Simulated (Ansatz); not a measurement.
# WC: W on a C site (antisite), symmetric start

Consider an 8-atom supercell of WC (space group P-6m2, No. 187; a = 2.912 Å, c = 2.836 Å) at its relaxed geometry.

It is then changed as follows: a neutral W on a C site (antisite), symmetric start, atoms relaxed at fixed cell.

Method: Ansatz (a first-principles code) r2SCAN, no spin-orbit coupling. k-mesh 13×13×13 (Γ-centred); smearing 0.05 eV (Fermi–Dirac).

```yaml
energy_gained_by_relaxation: 5.14 eV
```

The cell is small, so the values are those of an ordered compound at a high defect concentration; dilute-limit values will differ. The defect started on the symmetric site and kept its symmetry, so it may sit on a saddle. All final runs are without spin polarisation. The defect cell is not spin-polarised.
